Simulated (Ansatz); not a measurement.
**LaMg under a change: Mg → Ti**

The reference is LaMg in the CsCl type structure (space group Pm-3m, No. 221; a = 3.9782 Å).

Perturbation: Ti takes the place of Mg on all its sites, then cell and atoms are relaxed.

Method: Ansatz (a program for electronic structure) r2SCAN, spin-orbit coupling left out. k-mesh 13×13×13 (Γ-centred); smearing 0.05 eV (Fermi–Dirac), for the changed cell.

| quantity | base | changed | shift |
|---|---|---|---|
| volume per atom | 31.48 Å³ | 25.46 Å³ | -6.025 Å³ |
| density | 4.30 g/cm³ | 6.09 g/cm³ | +1.79 g/cm³ |
| lattice parameter a | 7.518 bohr | 7.004 bohr | -0.514 bohr |
| space group | Pm-3m (No. 221) | Pm-3m (No. 221) | – |
| shortest interatomic distance | 6.511 bohr | 6.065 bohr | -0.4451 bohr |
| band gap | zero | zero | – |

No phonon test of stability was made. As relaxed here, LaTi is a hypothetical phase, not in the database extracts checked. The final runs are not spin-polarised. An odd electron count without spin: LaTi and LaMg. LaTi has a high density of states at the Fermi level and may be magnetic at this level.
